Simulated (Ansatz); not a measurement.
Consider Ge in the diamond structure (space group Fd-3m, No. 227; a = 5.6762 Å). Axes: x, y, z lie along the cube axes.

All numbers come from PBEsol (Ansatz, a quantum-chemistry and plane-wave program; PAW; 420 eV plane waves; scalar-relativistic without spin-orbit coupling).

Strains are applied to the cell and any free atomic positions relax.

One change was made to it. Results:

The shortest interatomic distance decreases by 0.012 Å, from 2.458 Å to 2.446 Å; the energy rises by 4.8 meV/atom; the pressure (mean of the normal stresses, compression positive) stays essentially unchanged (0.0 GPa against 0.1 GPa).

### Question
Which of these changes matches the shifts?
A. tensor shear ε_xy = +1.71 %
B. tensor shear ε_xy = +0.29 %
C. tensor shear ε_xy = +1.43 %
D. tensor shear ε_xy = +1.14 %
E. tensor shear ε_xy = +0.57 %

### Answer
A, tensor shear ε_xy = +1.71 %. For comparison, the energy relative to the base in the other runs: tensor shear ε_xy = +1.43 % gives +3.3 meV/atom; tensor shear ε_xy = +0.29 % gives +0.1 meV/atom; tensor shear ε_xy = +1.14 % gives +2.1 meV/atom; tensor shear ε_xy = +0.57 % gives +0.5 meV/atom.

Stability against distortions was not tested.
